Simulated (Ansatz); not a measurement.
**Short convergence ladders for a (110) slab of MnIr (cut from a parent of space group no. 123; 10 atoms in the cell)**

```
CELL_PARAMETERS angstrom
      3.65346     0.00000     0.00000
      0.00000     3.75468     0.00000
      0.00000     0.00000    21.50941
ATOMIC_POSITIONS crystal
  Mn 0.50000 0.25000 0.32544
  Ir 0.00000 0.75000 0.32544
  Mn 0.50000 0.75000 0.41272
  Ir 0.00000 0.25000 0.41272
  Mn 0.50000 0.25000 0.50000
  Ir 0.00000 0.75000 0.50000
  Mn 0.50000 0.75000 0.58728
  Ir 0.00000 0.25000 0.58728
  Mn 0.50000 0.25000 0.67456
  Ir 0.00000 0.75000 0.67456
```
Moments meant for the start (each program seeds them in its own way; μB, in the order of the atoms Mn Ir Mn Ir Mn Ir Mn Ir Mn Ir): 4.0 0.0 4.0 0.0 4.0 0.0 4.0 0.0 4.0 0.0.

Base method: PBEsol, default PAW files made with PBE (plane waves; Ansatz, a first-principles code).

Base settings: basis.ecutwfc = 420 eV; kpoints.mp_grid.grid = 4 4 1; hamiltonian.xc = pbesol; hamiltonian.pseudopotentials = {kind: paw} (the program's default PAW files); magnetization.spin_polarized = true; scf.occupations.method = fermi_dirac; scf.occupations.width = 0.1 eV.

The count of work is k-points × plane waves × bands × iterations; it is no time. Core times come from one kind of shared machine, to one figure; runs under 30 s give none.

**The vacuum**

The mesh stays at the base's, so the ladder's end is converged at best in this setting alone.

Only quantities that move along the ladder and can be compared are tabulated.

These are the values that this program gave, and no reference: magnetic slabs can end in a higher state.

```tsv
vacuum between outermost atoms (Å)	free energy less the last step's (meV/atom)	largest difference of a force vector from the last step's (eV/Å)	count of work / last	core time / last (rough)
3.0	-201.83	2.003	0.36	0.3
4.0	-51.93	0.658	0.44	0.4
5.0	-8.56	0.134	0.70	0.6
7.0	-0.03	0.004	0.36	0.4
10.0	0.00	0.000	0.44	0.4
14.0	-0.01	0.000	0.54	0.5
30.0	0.00	0.000	1.0	1
```

Smallest vacuum between outermost atoms (Å) that holds the forces within 0.005 eV/Å of the last step, with all finer ones: 7.0, at 0.36 of the last step's count of work and about 0.4 of the last step's time; the step before is off by 0.13 eV/Å.

Smallest vacuum between outermost atoms (Å) that holds the free energy within 2 meV/atom of the last step, with all finer ones: 7.0, at 0.36 of the last step's count of work and about 0.4 of the last step's time; the step before is off by 8.6 meV/atom.

**The k-point mesh**

Only quantities that move along the ladder and can be compared are tabulated.

The magnetic state is not the same in all runs (site moments differ, or a search went on to a lower state), so steps between rows are not convergence errors alone.

These are the values that this program gave, and no reference: magnetic slabs can end in a higher state.

```csv
kpoints.mp_grid.grid,free energy less the last step's (meV/atom),largest difference of a force vector from the last step's (eV/Å),net moment (μB/atom),count of work / last,core time / last (rough)
2 2 1,-15.47,1.572,0.293,0.14,0.6
4 4 1,-2.13,0.185,0.989,0.15,0.1
5 5 1,0.83,0.071,1.059,0.14,0.1
7 7 1,1.53,0.018,1.043,0.22,0.2
9 9 1,-0.16,0.006,1.048,0.37,0.3
12 12 1,0.06,0.003,1.045,0.77,0.7
14 14 1,0.00,0.000,1.046,1.0,1
```

Coarsest kpoints.mp_grid.grid that holds the free energy within 1 meV/atom of the last step, with all finer ones: 9 9 1, at 0.37 of the last step's count of work and about 0.3 of the last step's time; the step before is off by 1.5 meV/atom.

Coarsest kpoints.mp_grid.grid that holds the net moment within 0.01 μB/atom of the last step, with all finer ones: 7 7 1, at 0.22 of the last step's count of work and about 0.2 of the last step's time; the step before is off by 0.013 μB/atom.

Coarsest kpoints.mp_grid.grid that holds the forces within 0.02 eV/Å of the last step, with all finer ones: 7 7 1, at 0.22 of the last step's count of work and about 0.2 of the last step's time; the step before is off by 0.071 eV/Å.

**The plane-wave cutoff**

The mesh stays at the base's, so the ladder's end is converged at best in this setting alone.

Only quantities that move along the ladder and can be compared are tabulated.

The magnetic state is not the same in all runs (site moments differ, or a search went on to a lower state), so steps between rows are not convergence errors alone.

These are the values that this program gave, and no reference: magnetic slabs can end in a higher state.

```tsv
basis.ecutwfc	free energy less the last step's (meV/atom)	largest difference of a force vector from the last step's (eV/Å)	net moment (μB/atom)	count of work / last	core time / last (rough)
210 eV	6947.19	0.664	1.148	0.18	0.8
250 eV	1538.64	0.615	1.000	0.16	0.2
295 eV	215.05	0.040	0.992	0.21	0.3
355 eV	10.05	0.002	0.989	0.26	0.3
420 eV	2.50	0.002	0.989	0.35	0.4
505 eV	0.85	0.001	0.989	0.47	0.5
840 eV	0.00	0.000	0.990	1.0	1
```

Coarsest basis.ecutwfc that holds the net moment within 0.02 μB/atom of the last step, with all finer ones: 250 eV, at 0.16 of the last step's count of work and about 0.2 of the last step's time; the step before is off by 0.16 μB/atom.

Coarsest basis.ecutwfc that holds the forces within 0.005 eV/Å of the last step, with all finer ones: 355 eV, at 0.26 of the last step's count of work and about 0.3 of the last step's time; the step before is off by 0.040 eV/Å.

Coarsest basis.ecutwfc that holds the free energy within 5 meV/atom of the last step, with all finer ones: 420 eV, at 0.35 of the last step's count of work and about 0.4 of the last step's time; the step before is off by 10 meV/atom.

On the base run: the starting cell comes from a database of computed structures (which also holds hypothetical and non-ambient phases and stackings), without a prior relaxation at this level. The slab is cut from that crystal, and its faces are unrelaxed. Its lattice was rescaled by up to half a per cent. The magnetic order is the one reached from the typed start; others were not searched systematically. The program warned that a starting moment was not kept. The program warned that, by what it read of turns of the moments, another magnetic order lies lower. Without a gap this mesh is coarse (it stands for a supercell whose shortest in-plane vector is 15 Å).

Keys are those of Ansatz 0.2.
